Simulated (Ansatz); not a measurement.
The parent structure is CsGeBr$_{3}$ in the cubic perovskite structure (space group Pm-3m, No. 221; a = 5.475 Å; a cell from a computed database, its experimental status unchecked). Axes: x, y, z lie along the cube axes.

Now apply this change: biaxial strain +0.89 %, plane normal [001], relaxed out of plane (Cartesian); in-plane vectors clamped, the third vector and the atoms free.

All numbers come from PBEsol, PAW, 420 eV (Ansatz, an electronic-structure program; no spin-orbit coupling).

Q: Give the band edges at the high-symmetry points of the new zone, measured from its valence-band maximum.

A: 
```tsv
point	valence edge (eV)	conduction edge (eV)
Γ	-2.43	2.85
X	-1.88	1.40
M	-0.98	0.99
Z	-1.79	1.42
R	-0.89	0.94
A	0.00	0.39
```

The gap is 0.39 eV, direct at A.

Whether these cells are dynamically stable was not tested. Many cubic perovskites are stable only at high temperature; tilts and polar distortions were not tested. Labels are those of the standard path for the cell's own space group.
